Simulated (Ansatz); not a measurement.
## Effective masses and thermopower of C under load (space group P6_3/mmc)

Data:

```xyz
4
Lattice="2.4793 0.0000 0.0000 -1.2396 2.1471 0.0000 0.0000 0.0000 4.1291" Properties=species:S:1:pos:R:3 pbc="T T T"
C      0.0000     1.4314     0.0016
C      1.2396     0.7157     2.0662
C      0.0000     1.4314     1.5468
C      1.2396     0.7157     3.6113
```

All values below come from r2SCAN, rigid bands (plane waves, PAW, scalar-relativistic; Ansatz, a quantum-chemistry and plane-wave program). Condition of this run: hydrostatic pressure of 11 GPa (compression positive) (the target of the relaxation). Geometry: cell and atoms relaxed with PBEsol, then loaded as said.

```json
{
 "band_gap": "3.47 eV",
 "electron conductivity mass (300 K, dilute)": "0.46 (x), 0.46 (y), 0.26 (z) mₑ",
 "hole conductivity mass (300 K, dilute)": "0.44 (x), 0.44 (y), 0.64 (z) mₑ",
 "effective density of states N_c (300 K)": "1.2e19 cm⁻³",
 "effective density of states N_v (300 K)": "1.8e19 cm⁻³",
 "density_of_states_mass_electrons": "0.61 mₑ",
 "density_of_states_mass_holes": "0.80 mₑ",
 "Seebeck coefficient, n-type 1e19 cm⁻³, 300 K": "-235 μV/K",
 "best n-type power factor at 300 K for τ = 10 fs (best axis; densities from 1e16 to 1e21 cm⁻³ tried, whether or not they can be reached)": "7.4 μW/(cm·K²) at 3e19 cm⁻³",
 "Seebeck coefficient, p-type 1e19 cm⁻³, 300 K": "267 μV/K",
 "best p-type power factor at 300 K for τ = 10 fs (best axis; densities from 1e16 to 1e21 cm⁻³ tried, whether or not they can be reached)": "6.5 μW/(cm·K²) at 1e20 cm⁻³"
}
```

Rigid bands; masses and Seebeck coefficients take one relaxation time τ for all states and one kind of carrier; polarons and phonon drag are left out. Spin-orbit coupling is left out. Geometry: cell and atoms relaxed with PBEsol.
